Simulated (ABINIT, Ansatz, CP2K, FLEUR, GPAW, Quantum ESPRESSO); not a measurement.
**One structure in several programs: CuGaSe2 (I-42d, 8 atoms in the cell)**

Self-consistent single point, at a second geometry (lattice scaled by 0.98). First geometry:

```yaml
crystal:
  lattice:
    - [-2.77667, 2.77667, 5.45435]
    - [2.77667, -2.77667, 5.45435]
    - [2.77667, 2.77667, -5.45435]
  atoms:
    - { symbol: Ga, position: [0.50000, 0.50000, 0.00000] }
    - { symbol: Ga, position: [0.25000, 0.75000, 0.50000] }
    - { symbol: Cu, position: [0.00000, 0.00000, 0.00000] }
    - { symbol: Cu, position: [0.75000, 0.25000, 0.50000] }
    - { symbol: Se, position: [0.87500, 0.87500, 0.50000] }
    - { symbol: Se, position: [0.12500, 0.62500, 0.00000] }
    - { symbol: Se, position: [0.37500, 0.37500, 0.50000] }
    - { symbol: Se, position: [0.62500, 0.12500, 0.00000] }
```

Shared settings, as Ansatz (an electronic-structure program) writes them: kpoints.mp_grid.grid = 3 3 3; scf.occupations.method = fermi_dirac; scf.occupations.width = 0.0007 Ry. Potentials and cutoffs stand in the table.

```
code                                                                                model  ΔF from the first geometry (meV/atom)  pressure (GPa)  largest force (eV/Å)  gap on the mesh (eV)           cutoff
----------------  -----------------------------------------------------------------------  -------------------------------------  --------------  --------------------  --------------------  ---------------
GPAW                                         PBE, GPAW PAW datasets PBE (gpaw-data 1.0.1)                                   73.1           12.67                 0.655                 0.722           800 eV
Quantum ESPRESSO                                PBE, PSlibrary PAW (PBE) pseudopotentials                                   66.9           11.75                 0.527                 0.686            70 Ry
CP2K              PBE, GPW, DZVP-MOLOPT-PBE-GTH basis, GTH-PBE potentials (POTENTIAL_UZH)                                   73.6           12.83                 0.588                 0.571      grid 600 Ry
ABINIT                                                        PBE, PAW (JTH v2.0 PBE PAW)                                   65.5           11.58                 0.539                 0.687            30 Ha
Ansatz                                                             PBE, default PAW files                                   64.3           11.43                 0.542                 0.683          default
FLEUR                        PBE, all-electron FLAPW (FLEUR), scalar-relativistic valence                                   62.1               –                 0.542                 0.668  Kmax 3.8 1/bohr
```

A dash marks a value that a program does not give, or that is left out as unsure.

Gaps are read on the mesh.

The spread over the programs that give each value: ΔF from the first geometry within 11.5 meV/atom; pressure within 1.40 GPa; largest force within 0.128 eV/Å; gap on the mesh within 0.151 eV.

CP2K uses small atom-centred bases, whose incompleteness enters pressures, forces and empty levels differently from a plane-wave cutoff. FLEUR treats all electrons, but the usual bases taken here (sphere radii, linearisation, local orbitals, empty states) were not tested for convergence, so the values are no reference for the others. Ansatz's pressure is given at a fixed set of plane waves, as the other plane-wave codes print theirs; with its correction for the finite basis it is 11.47 GPa. In the pressure, GPAW (by 1.01) and CP2K (by 1.16) lie more than 1 GPa from the median of the plane-wave programs. In the force vectors, GPAW (by 0.115) lies more than 0.08 eV/Å from the median of the plane-wave programs.

The starting cell has typed, rounded lattice constants, without a prior relaxation at this level. Its lattice was rescaled by a random factor within 2.5 % of one. For this run, on top of that: lattice scaled by 0.98.

Left out of this page: Elk and SIESTA (unsound by tests on forces, stress, charge or solver warnings).

Keys are those of Ansatz 0.2.
